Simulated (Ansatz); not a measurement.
Input:

```yaml
crystal:
  lattice:
    - [5.68618, 0.00000, 0.00000]
    - [0.00000, 5.68618, 0.00000]
    - [0.00000, 0.00000, 5.60078]
  atoms:
    - { symbol: Cs, position: [0.00000, 0.00000, 0.00000] }
    - { symbol: Pb, position: [0.50000, 0.50000, 0.50000] }
    - { symbol: Cl, position: [0.50000, 0.00000, 0.50000] }
    - { symbol: Cl, position: [0.00000, 0.50000, 0.50000] }
    - { symbol: Cl, position: [0.50000, 0.50000, 0.00000] }
```

No spin polarisation.

Computed with plane-wave PAW DFT at the PBEsol level (Ansatz, an electronic-structure program, 420 eV), scalar-relativistic without spin-orbit coupling. k-mesh 6×6×6 (Γ-centred); smearing 0.05 eV (Fermi–Dirac).

Problem. What is the computed pressure (mean of the normal stresses, compression positive)?

Solution. -0.48 GPa.

Problem. What gap character does the calculation give?

Solution. Direct at A.

With Pb present, leaving out spin-orbit coupling can change the band edges. The cells carry an imposed strain or load. Stability against distortions was not tested. The cell was made from CsPbCl$_{3}$ in the cubic perovskite structure (space group Pm-3m, No. 221) by this change: biaxial strain +1.20 %, plane normal [001], relaxed out of plane. Many cubic perovskites are stable only at high temperature; tilts and polar distortions were not tested. This is not the structure that CsPbCl3 has at room temperature and ambient pressure.
